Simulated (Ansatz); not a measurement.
By PBEsol, the system below comes out a metal.

Without scattering a metal conducts by its projected Fermi surface.

Data:

```xyz
1
Lattice="2.6912 0.0000 0.0000 -1.3456 2.3307 0.0000 1.3456 0.7769 2.1974" Properties=species:S:1:pos:R:3 pbc="T T T"
Rh     0.0000     0.0000     0.0000
```

The cell is taken as given; by PBEsol it stands under a pressure of -5.7 GPa.

The current flows along the normal of the first two printed cell vectors, the (111) plane of the conventional cell. No spin-orbit coupling; the value is a mean over 0.1 eV about the Fermi level.

Q: Predict the ballistic conductance per area from Ansatz (a first-principles code) with PBEsol.

A: 2.2 × 10¹⁵ S/m² for both spins.
